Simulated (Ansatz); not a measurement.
Start from GaSb in the zinc blende structure (space group F-43m, No. 216; a = 6.214 Å).

Computed with plane-wave PAW DFT at the PBE level (Ansatz, a quantum-chemistry and plane-wave program, 420 eV), scalar-relativistic without spin-orbit coupling, earlier PAW set.

Base values:

The lattice parameter a is 6.214 Å and the band gap comes out as zero.

Modification: In takes the place of Ga on all its sites; the structure is relaxed again.

Tabulated Pauling electronegativity and covalent radius: Ga 1.81, 1.22 Å; In 1.78, 1.42 Å.

Question: What does the calculation give for the lattice parameter a and band gap after the change?

Answer: The lattice parameter a rises by 0.421 Å, from 6.214 Å to 6.635 Å; the band gap is still zero.

Spin-orbit coupling, missing from the scalar runs, can matter with Sb. Stability against distortions was not tested. The final runs are not spin-polarised. The zero or small gap of InSb and GaSb can change with the level of theory.
